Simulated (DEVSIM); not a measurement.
System: InP/In0.53Ga0.47As n-p heterojunction, at 300 K.

```
layer (left to right)        material  thickness (μm)  Nd (cm⁻³)  Na (cm⁻³)  τn (s)  τp (s)
---------------------  --------------  --------------  ---------  ---------  ------  ------
1                                 InP            1.90     6.4e16          -  2.3e-9  2.3e-9
2                      In0.53Ga0.47As            1.00          -     1.1e16  2.3e-9  2.3e-9
```

Left contact: ohmic. Right contact: ohmic. Voltage is applied to the left contact. Recombination: SRH at mid-gap, radiative. Mobility is μmin + (μ − μmin)/(1 + (N/Nref)^α).

Constants are typed, rounded textbook-type inputs, not results; the design itself was drawn at random and stands for no fabricated device. Values at 300 K. The table also holds parameters that only a changed run uses.

| parameter | InP | In0.53Ga0.47As |
|---|---|---|
| gap (eV) | 1.344 | 0.74 |
| affinity (eV) | 4.38 | 4.51 |
| permittivity | 12.5 | 13.9 |
| Nc (cm⁻³) | 5.7e17 | 2.1e17 |
| Nv (cm⁻³) | 1.1e19 | 7.7e18 |
| μn (cm²/Vs) | 5200 | 12000 |
| μp (cm²/Vs) | 170 | 300 |
| μn,min | 400 | 300 |
| μp,min | 10 | 10 |
| Nref,n | 3e17 | 1.3e17 |
| Nref,p | 4.9e17 | 4.9e17 |
| αn | 0.47 | 0.48 |
| αp | 0.62 | 0.4 |
| B (cm³/s) | 1.2e-10 | 9.6e-11 |
| Cn (cm⁶/s) | 9e-31 | 5e-29 |
| Cp (cm⁶/s) | 9e-31 | 5e-29 |

Model (solved in DEVSIM): 1D drift-diffusion, Boltzmann statistics, complete ionisation; no tunnelling, impact ionisation, image-force lowering or self-heating. Band offsets follow the typed affinities; no thermionic-emission limit at abrupt steps, no polarisation charge.

Base results: largest field in the device at zero bias (V/cm) 44000; potential step across the device at zero bias (V) 0.644; dark forward voltage at 100 A/cm² (V) 0.395; dark forward voltage at 1 A/cm² (V) 0.273.

What follows from this one change: doping Na of layer 2 1.1e+16 → 3.3e+17 cm^-3?

largest field in the device at zero bias 44000 → 100000 V/cm; potential step across the device at zero bias 0.644 → 0.732 V; dark forward voltage at 100 A/cm² 0.395 → 0.504 V; dark forward voltage at 1 A/cm² 0.273 → 0.383 V.

What follows from this one change: constant mobility in place of the doping-dependent one?

largest field in the device at zero bias little changed (44000 V/cm); potential step across the device at zero bias little changed (0.644 V); dark forward voltage at 100 A/cm² 0.395 → 0.388 V; dark forward voltage at 1 A/cm² 0.273 → 0.266 V.
